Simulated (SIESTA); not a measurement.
SIESTA run on BaAlGe (P-6m2, 3 atoms in the cell): self-consistent single point.

Method of the run: SIESTA with GGA PBEsol with spin-orbit coupling, numerical atomic orbitals DZP, PseudoDojo PBEsol fully relativistic norm-conserving potentials (rewritten from UPF to PSML).

```
BaAlGe
1.0
    4.43750     0.00000     0.00000
   -2.21875     3.84298     0.00000
    0.00000     0.00000     5.32971
Ba Al Ge
1 1 1
Direct
  0.00000   0.00000   0.00000
  0.66667   0.33333   0.50000
  0.33333   0.66667   0.50000
```

Reference input (self-consistent single point, DFT, GGA PBEsol, numerical atomic orbitals DZP, PseudoDojo PBEsol standard norm-conserving potentials (rewritten from UPF to PSML)): XC.functional = GGA; XC.authors = PBEsol; potentials = PseudoDojo PBEsol standard; PAO.BasisSize = DZP; PAO.EnergyShift = 0.005 Ry; MeshCutoff = 400 Ry; kgrid.MonkhorstPack = 6 6 4; OccupationFunction = FD; ElectronicTemperature = 100 meV; MaxSCFIterations = 150; SCF.Mixer.Method = Pulay; SCF.Mixer.Weight = 0.25. This run's input differs from it in these lines:

```diff
@@ -1,2 +1,2 @@
-# files in the folder: Ba.psml Al.psml Ge.psml (PseudoDojo PBEsol standard)
+# files in the folder: Ba.psml Al.psml Ge.psml (PseudoDojo PBEsol fully relativistic)
 SystemName  BaAlGe
@@ -36,2 +36,8 @@
 ElectronicTemperature        100.0 meV
+Spin                         spin-orbit
+%block DM.InitSpin
+  1 0.00 0.00 0.00
+  2 0.00 0.00 0.00
+  3 0.00 0.00 0.00
+%endblock DM.InitSpin
```

Output, abridged:

```
        iscf     Eharris(eV)        E_KS(eV)     FreeEng(eV)     dDmax    Ef(eV) dHmax(eV)
   scf:    1    -3242.615880    -3250.946397    -3251.005844  1.069883 -4.540885  2.636489
     spin moment: {S} , |S| = {   -0.00000    0.00000    0.00000 }     0.00000
   scf:    2    -3251.345608    -3251.159837    -3251.213640  0.085228 -4.477124  1.489075
     spin moment: {S} , |S| = {    0.00000   -0.00000   -0.00000 }     0.00000
   scf:    3    -3251.284139    -3251.227097    -3251.276022  0.058058 -4.425317  0.508829
     spin moment: {S} , |S| = {    0.00000   -0.00000    0.00000 }     0.00000
   [... lines left out ...]
     spin moment: {S} , |S| = {    0.00000   -0.00000    0.00000 }     0.00000
   scf:    7    -3251.232059    -3251.232125    -3251.282227  0.001090 -4.414249  0.000689
     spin moment: {S} , |S| = {    0.00000   -0.00000    0.00000 }     0.00000
   scf:    8    -3251.232098    -3251.232115    -3251.282227  0.000097 -4.414094  0.000042
     spin moment: {S} , |S| = {    0.00000   -0.00000   -0.00000 }     0.00000
   scf:    9    -3251.232113    -3251.232114    -3251.282227  0.000008 -4.414091  0.000089
     spin moment: {S} , |S| = {    0.00000   -0.00000   -0.00000 }     0.00000
SCF Convergence by DM+H criterion
max |DM_out - DM_in|         :     0.0000078042
max |H_out - H_in|      (eV) :     0.0000886613
SCF cycle converged after 9 iterations

Using DM_out to compute the final energy and forces

siesta: E_KS(eV) =            -3251.2321

siesta: E_KS - E_eggbox =     -3251.2321

siesta: Atomic forces (eV/Ang):
     1    0.000024   -0.000014   -0.000000
     2   -0.000159    0.000092    0.000000
     3    0.000134   -0.000078    0.000000
   Tot   -0.000001    0.000001    0.000000
   Max    0.000159
   Res    0.000081    sqrt( Sum f_i^2 / 3N )
   Max    0.000159    constrained

Stress tensor Voigt[x,y,z,yz,xz,xy] (kbar):       -7.19       -7.08        9.72        0.00        0.00        0.10
(Free)E + p*V (eV/cell)    -3251.1962
Target enthalpy (eV/cell)    -3251.2822

   [... lines left out ...]
siesta: FreeEng =     -3251.282227
   [... lines left out ...]
siesta:    -0.004490    0.000064    0.000000
siesta:     0.000064   -0.004416   -0.000000
siesta:     0.000000    0.000000    0.006067

siesta: Cell volume =         90.888784 Ang**3

siesta: Pressure (static):
siesta:                Solid            Molecule  Units
siesta:           0.00001031          0.00001032  Ry/Bohr**3
siesta:           0.00094629          0.00094788  eV/Ang**3
siesta:           1.51612666          1.51867613  kBar
```

The run converged in 9 iterations. Against the reference run the pressure hardly changes (0.22 to 0.15 GPa). The full log also holds: “initDM: WARNING: atom 1 has a closed-shell and cannot be polarized”.

The starting cell comes from a database of computed structures (which also holds hypothetical and non-ambient phases and stackings), without a prior relaxation at this level. Its lattice was rescaled by a random factor within 2.5 % of one. Values carry the incompleteness of an atom-centred basis.

Cost on one core of a shared machine: roughly 2 min.
